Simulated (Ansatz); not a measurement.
**A constructed model of the (111) surface of fcc Pt, a layer of Mn in place of the second plane (bottom of the slab: a bare face, its two planes held)**

Computed with PBE (plane waves to 420 eV, PAW; Ansatz, an electronic-structure program).

Slab: 6 atoms, 11.5 Å thick at the start; k 15x15x1, smearing 0.1 eV, dipole-corrected; 2 atoms held, the rest relaxed; symmetry of the start imposed; spin-polarised, ending with about 4.2 μB a cell; orders that need a larger cell were not tried, no spin-orbit, no U. It is one candidate, not shown to be the stable structure of the face.

work function of the top face: 5.00 eV
energy released by relaxation: 0.24 eV
magnetic moment of the cell: 4.25 μB
cost: around 5 core-minutes (rough)
